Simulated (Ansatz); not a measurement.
Start from Se (space group P3_121, No. 152; a = 4.507 Å, c = 4.989 Å; made of chains).

Modification: a hydrostatic pressure of 2.1 GPa.

Levels (all Ansatz, a program for electronic structure, PAW, earlier PAW set): r2SCAN (500 eV, no SOC); HSE06 (420 eV, spin-orbit coupling left out); HSE06+SOC (420 eV, noncollinear with spin-orbit coupling).

One geometry, relaxed with r2SCAN, under each level:

```tsv
level	band gap	lowest conduction level above the VBM at special points
r2SCAN	0.94 eV	H 0.94 eV; A 1.22 eV; L 1.65 eV; Γ 1.88 eV
HSE06	(withheld)	(withheld)
HSE06+SOC	(withheld)	(withheld)
```

Task: Give the withheld HSE06 and HSE06+SOC results.

Result: 
- HSE06, band gap: 1.40 eV
- HSE06, lowest conduction level above the VBM at special points: H 1.40 eV; A 1.75 eV; L 2.15 eV; Γ 2.45 eV
- HSE06+SOC, band gap: 1.37 eV
- HSE06+SOC, lowest conduction level above the VBM at special points: H 1.37 eV; A 1.68 eV; L 2.12 eV; Γ 2.33 eV

Single points use the geometry relaxed with r2SCAN. Their cutoffs differ, which shifts pressures a little. HSE06 was sampled on its mesh, a few special points and the semilocal edge points, so its gap is an upper bound. Differences between runs with and without spin-orbit coupling are approximate. Load acts through the strain it causes; cell and atoms are relaxed under it. Whether these cells are dynamically stable was not tested. No dispersion term is included, though the crystal is made of layers, chains or molecules, so its spacings can come out too wide.
